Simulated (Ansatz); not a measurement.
A thin film of Mg2Si (Fm-3m, relaxed from the fluorite type) is deposited stress-free at 775 K on a thick substrate of MgO (rock salt, Fm-3m) and cooled to 300 K. Take the in-plane direction as the cubic or basal-plane axis of each crystal, and these free lattice constants from quasi-harmonic approximation on DFT at the PBEsol level (Ansatz, a quantum-chemistry and plane-wave program).

```csv
crystal,a at 300 K (Å),a at 775 K (Å)
Mg₂Si,6.36041,6.41319
MgO,4.23868,4.26892
```

 Spin-orbit coupling is not included. The runs of Mg2Si (PBEsol) noted for some cells that some bands missed the eigensolver's tolerance; how far this moves their values was not measured.

Q: What in-plane thermal strain does the film carry at 300 K, and is it tensile or compressive?

A: With logarithmic strains ln(a_hot/a_300): left free, the film would shrink by 0.826 % and the substrate by 0.711 %. The film is held to the substrate, so its strain is 0.115 %: tensile. Plastic relief and phase changes are ignored.
